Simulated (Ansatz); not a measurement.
Br on the 1x1 (10-10) surface of wurtzite ZnO (cut with top plane O + Zn), one in a 2x1 cell, started at the site 'over O at depth 0.9 Å'

Host crystal: wurtzite ZnO, with a band gap (PBE, scalar-relativistic without spin-orbit coupling).

These are r2SCAN, at the PBE geometry and the start's symmetry (plane waves to 500 eV, PAW; Ansatz, an electronic-structure program) values and carry that method's errors.

Model: 33-atom slab, 9.4 Å thick at the start under the adsorbate (thin: gaps and levels are the slab's own), 3x4x1 mesh, Fermi-Dirac 0.01 eV, dipole correction, single point; on the structure that PBE left under its start's symmetry; spin-polarised, ending with about 0.9 μB a cell, a value that depends on the mesh; orders that need a larger cell were not tried, no spin-orbit, no U, no dispersion correction. The slab shows no gap over 0.04 eV on its mesh. The program's check for a lower electronic state was not made. At the end it is bonded to 2 Zn. In PBE it is, or lies within 0.03 eV of, the lowest of the starts that converged; the order may differ at this level.

```
Item                                                                                                                     Result
--------------------------------------------------------------------------------------  ---------------------------------------
adsorption energy against ½ Br2(g) at the same level                                                                   -0.29 eV
work function of the top face                                                                                           7.11 eV
change of the step from the bottom to the top vacuum level, against the clean slab                                      1.13 eV
height of the binding atom over the mean of the host atoms within 0.3 Å of the top one                                  2.052 Å
nearest host atoms of the binding atom                                                  Zn at 2.52 Å, Zn at 2.52 Å, O at 3.08 Å
cost                                                                                             around 12 core-minutes (rough)
```

A negative adsorption energy means that the adsorbate is more stable on the surface than in its reference.
